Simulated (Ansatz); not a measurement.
Given:

```
CELL_PARAMETERS angstrom
      4.91497     0.00000     0.00000
     -2.45748     4.25649     0.00000
      0.00000     0.00000     5.43130
ATOMIC_POSITIONS crystal
  Si 0.46891 0.00000 0.00000
  Si 0.00000 0.46891 0.33333
  Si 0.53109 0.53109 0.66667
  O  0.58661 0.85583 0.78489
  O  0.14417 0.73078 0.11822
  O  0.26922 0.41339 0.45156
  O  0.73078 0.14417 0.21511
  O  0.41339 0.26922 0.88178
  O  0.85583 0.58661 0.54844
```

Space group of this cell: P3_121. The cell is taken as given.

Calculation: r2SCAN (plane waves, PAW; Ansatz, a quantum-chemistry and plane-wave program).

The current runs along the normal of the first two printed vectors; no spin-orbit coupling. Scaled by the factor s: the length along the current (ions clamped). Meshes 12×12×6 and 12×12 across the current in all rows.

```
s     mean pressure (GPa)  slowest mid-gap decay constant κ (1/Å)
----  -------------------  --------------------------------------
0.97                  6.6                                   0.529
1.00                  0.0                                   0.515
1.03                 -5.7                                       ?
```

Question: Take the slope of the slowest mid-gap decay constant κ against ln s from the two given rows, extrapolate to s = 1.03, and say what the run there gives.

Answer: Slope = (0.529 − 0.515) / ln 0.97 = -0.460 1/Å. The line gives 0.515 + (-0.460) × ln 1.03 = 0.501 1/Å. The run gives 0.500 1/Å, 0.001 1/Å under the line, 10 % of the predicted step.
